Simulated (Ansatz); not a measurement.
**Effect of uniaxial strain ε_zz = −2.50 % on MgI2**

Start from MgI₂ in the CdI2 type structure (space group P-3m1, No. 164; a = 4.060 Å, c = 6.580 Å; layered, stacked along the Cartesian z axis). Axes: x lies along a and z along c of the hexagonal cell.

Now apply this change: the cell is compressed by 2.50 % along z with no lateral relaxation; the atoms relax in the strained cell.

All numbers come from DFT with PBEsol-D3(BJ), PAW potentials and a 420 eV plane-wave cutoff in Ansatz (a quantum-chemistry and plane-wave program), no spin-orbit coupling. k-mesh 9×9×5 (Γ-centred); smearing 0.05 eV (Fermi–Dirac).

- Volume per atom: 30.52 Å³ (base 31.31 Å³)
- Space group: P-3m1 (No. 164) (base P-3m1 (No. 164))
- Shortest interatomic distance: 2.870 Å (base 2.879 Å)
- Energy relative to the base (free energy F): +2.3 meV/atom
- Pressure (mean of the normal stresses, compression positive): 0.54 GPa (base 0.00 GPa)
- Band gap: 3.19 eV (base 3.34 eV)
- Gap character: indirect, Γ → L–M (40 % along) (base indirect, Γ → L–M (40 % along))
- Smallest direct gap: 3.58 eV (base 3.69 eV)
- Width of the top valence band: 1.95 eV (base 1.70 eV)
- Hole mass: 0.19 mₑ along z, 2.0 mₑ across (at Γ) (base 0.19 mₑ along c, 2.5 mₑ across (at Γ))
- Valence-band top at Γ (three highest levels, from the VBM): 0.00, -0.31, -0.31 eV (base 0.00, -0.14, -0.14 eV)
- Largest internal atomic displacement: 0.026 Å
- Stress (xx, yy, zz, yz, xz, xy; compression positive): (0.32, 0.32, 0.99, 0.00, 0.00, 0.00) GPa

Spin-orbit coupling, missing from the scalar runs, can matter with I. Masses are band curvatures over ±0.01 Å⁻¹ around the edge. No phonon test of stability was made.
